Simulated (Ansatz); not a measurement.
The starting structures come from a database of crystals and need not be the phases stable at ambient conditions.

The decay constant κ of evanescent states in the gap governs leakage through a thin film.

Given:

```
CELL_PARAMETERS angstrom
      3.98858     0.00000     0.00000
      0.00000     3.98858     0.00000
      0.00000     0.00000     3.98858
ATOMIC_POSITIONS crystal
  Ba 0.00000 0.00000 0.00000
  Li 0.50000 0.50000 0.50000
  F  0.00000 0.50000 0.50000
  F  0.50000 0.00000 0.50000
  F  0.50000 0.50000 0.00000
```

Space group of this cell: Pm-3m, cubic perovskite. The cell is taken as given.

Transport runs along the normal of the first two printed cell vectors, the (001) plane of the conventional cell.

The gap is the functional's own. No spin-orbit coupling. Mid-gap values are interpolated on the energy grid.

Problem. Estimate the band gap and the smallest decay constant κ at mid-gap that r2SCAN (Ansatz, an electronic-structure program) returns for this system.

Solution. Gap 7.39 eV on a 8×8×8 mesh; κ = 0.520 1/Å, at the zone centre.
